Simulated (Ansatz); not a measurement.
## LiNbO3: pressure −1 GPa

Take LiNbO3 (space group R3c, No. 161; a = 5.190 Å, c = 14.016 Å (hexagonal axes)) as the base.

One thing is altered: hydrostatic tension (pressure −1 GPa).

Calculations: PBE/PAW in Ansatz (a quantum-chemistry and plane-wave program), no spin-orbit coupling, earlier PAW set. Settings: 8×8×8 k-points, 0.05 eV Fermi–Dirac smearing.

Volume per atom: 11.01 Å³ (base 10.90 Å³)
Density: 4.46 g/cm³ (base 4.51 g/cm³)
Lattice parameter a: 5.209 Å (base 5.190 Å)
c/a ratio: 2.698 (base 2.701)
Shortest interatomic distance: 1.884 Å (base 1.884 Å)
Enthalpy H = E + PV relative to the base's energy: -0.07 eV/atom
Band gap: 3.54 eV (an upper bound: an edge found on the path is not a true extremum; the changed cell) (base 3.54 eV)

Load acts through the strain it causes; cell and atoms are relaxed under it. No phonon test of stability was made.
